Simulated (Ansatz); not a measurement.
Input and output of a self-consistent single point for a (100) slab of LuBi (cut from a parent of space group no. 225; 8 atoms in the cell) (Ansatz, an electronic-structure program).

Method of the run: LDA (PW92), default PAW files made with PBE (plane waves; Ansatz).

The change in words: vacuum of 6 angstrom (first run: 14 Å). Reference geometry:
```xyz
8
Lattice="4.4088 0.0000 0.0000 -4.4088 4.4088 0.0000 0.0000 0.0000 23.3524" Properties=species:S:1:pos:R:3 pbc="T T T"
Bi     0.0000     0.0000    10.1174
Bi    -2.2044     2.2044     7.0000
Bi     0.0000     0.0000    16.3524
Bi    -2.2044     2.2044    13.2349
Lu     0.0000     0.0000     7.0000
Lu    -2.2044     2.2044    10.1174
Lu     0.0000     0.0000    13.2349
Lu    -2.2044     2.2044    16.3524
```

Reference input (self-consistent single point, DFT, LDA (PW92), plane waves, default PAW files made with PBE): basis.ecutwfc = 420 eV; kpoints.mp_grid.grid = 5 5 1; hamiltonian.xc = lda; hamiltonian.pseudopotentials = {kind: paw} (the program's default PAW files); scf.occupations.method = fermi_dirac; scf.occupations.width = 0.1 eV. This run's input differs from it in these lines:

Ansatz 0.2 input:
```diff
@@ -4,12 +4,12 @@
     - [-4.40877500, 4.40877500, 0.00000000]
-    - [0.00000000, 0.00000000, 23.35239400]
+    - [0.00000000, 0.00000000, 15.35240000]
   atoms:
-    - { symbol: Bi, position: [0.00000000, 0.00000000, 0.43324800] }
-    - { symbol: Bi, position: [0.00000000, 0.50000000, 0.29975500] }
-    - { symbol: Bi, position: [0.00000000, 0.00000000, 0.70024500] }
-    - { symbol: Bi, position: [0.00000000, 0.50000000, 0.56674700] }
-    - { symbol: Lu, position: [0.00000000, 0.00000000, 0.29975500] }
-    - { symbol: Lu, position: [0.00000000, 0.50000000, 0.43324800] }
-    - { symbol: Lu, position: [0.00000000, 0.00000000, 0.56674700] }
-    - { symbol: Lu, position: [0.00000000, 0.50000000, 0.70024500] }
+    - { symbol: Bi, position: [0.00000000, 0.00000000, 0.39846400] }
+    - { symbol: Bi, position: [1.00000000, 0.50000000, 0.19540900] }
+    - { symbol: Bi, position: [0.00000000, 0.00000000, 0.80459100] }
+    - { symbol: Bi, position: [1.00000000, 0.50000000, 0.60152800] }
+    - { symbol: Lu, position: [0.00000000, 0.00000000, 0.19540900] }
+    - { symbol: Lu, position: [1.00000000, 0.50000000, 0.39846400] }
+    - { symbol: Lu, position: [0.00000000, 0.00000000, 0.60152800] }
+    - { symbol: Lu, position: [1.00000000, 0.50000000, 0.80459100] }
 basis:
```

Log, with long lists cut:

```
SCF iter   1: F=—  HF=-106319.626636 eV  |F-HF|=—  |Δ(HF+E_count)|=         —  Δρ=3.46e-3  dr2=6.23e-2  ethr=1.77e-3  ⟨swp⟩=7.3  Hψ=2498  notcnv=0
all-band conjugate gradients solve this SCF's bands
preconditioner: auto → LDOS
SCF iter   2: F=—  HF=-106319.637049 eV  |F-HF|=—  |Δ(HF+E_count)|=   1.04e-2  Δρ=3.02e-3  dr2=1.38e-1  ethr=3.90e-5  ⟨swp⟩=4.5  Hψ=1771  notcnv=0  defer=2
   [... lines left out ...]
SCF iter   6: F=—  HF=-106319.611965 eV  |F-HF|=—  |Δ(HF+E_count)|=   8.37e-5  Δρ=3.13e-5  dr2=5.55e-6  ethr=3.27e-8  ⟨swp⟩=3.2  Hψ=1259  notcnv=0
SCF iter   7: F=—  HF=-106319.611963 eV  |F-HF|=—  |Δ(HF+E_count)|=   1.26e-6  Δρ=9.85e-6  dr2=5.21e-7  ethr=3.47e-9  ⟨swp⟩=2.0  Hψ=993  notcnv=0  defer=1
SCF iter   8: F=—  HF=-106319.611963 eV  |F-HF|=—  |Δ(HF+E_count)|=   5.59e-8  Δρ=4.17e-6  dr2=6.45e-8  ethr=6.25e-11  ⟨swp⟩=12.3  Hψ=4346  notcnv=0
SCF iter   9: F=-106319.611963 eV  HF=-106319.611963 eV  |F-HF|=1.41e-9  |Δ(HF+E_count)|=   3.82e-8  Δρ=8.59e-7  dr2=2.62e-9  ethr=4.03e-11  ⟨swp⟩=6.3  Hψ=2772  notcnv=0
SCF 1 converged in 9 iterations: F = -106319.611963 eV  dr2 = 2.62e-9
Free energy (F): -106319.611963 eV
Internal energy: -106319.573815 eV  (E = F + TS)
E sigma→0 (E₀):  -106319.592889 eV
Entropy (-TS):   -0.038148 eV (-4.769 meV/atom)
Fermi energy:    9.269583 eV
--- Forces (eV/Å), atoms counted from 1 ---
  atom   1  Bi     0.00000000    -0.00000000    -0.15684874
  atom   2  Bi    -0.00000000     0.00000000    -0.26247242
  atom   3  Bi    -0.00000000     0.00000000     0.26247242
  atom   4  Bi     0.00000000    -0.00000000     0.15684874
  atom   5  Lu     0.00000000     0.00000000     0.87919134
  atom   6  Lu    -0.00000000     0.00000000     0.10060502
  atom   7  Lu    -0.00000000     0.00000000    -0.10060502
  atom   8  Lu     0.00000000     0.00000000    -0.87919134
--- Stress (GPa, compression-positive) ---
       -5.020203       0.000000       0.000000
        0.000000      -5.020203       0.000000
        0.000000       0.000000      -3.435974
  P = ⅓ Tr σ = -4.4921 GPa (-44.921 kbar)
  The stress holds the Pulay correction. Without it, at fixed plane waves, as pw.x and ABINIT print it: P = -4.5170 GPa
```

The run converged in 9 iterations. Against the reference run the free energy goes down by 2.7 meV/atom and the largest force goes from 0.896 to 0.879 eV/Å.

The starting cell comes from a database of computed structures (which also holds hypothetical and non-ambient phases and stackings), without a prior relaxation at this level. The slab is cut from that crystal, and its faces are unrelaxed. Its lattice was rescaled by up to half a per cent. Spin-orbit coupling is off.
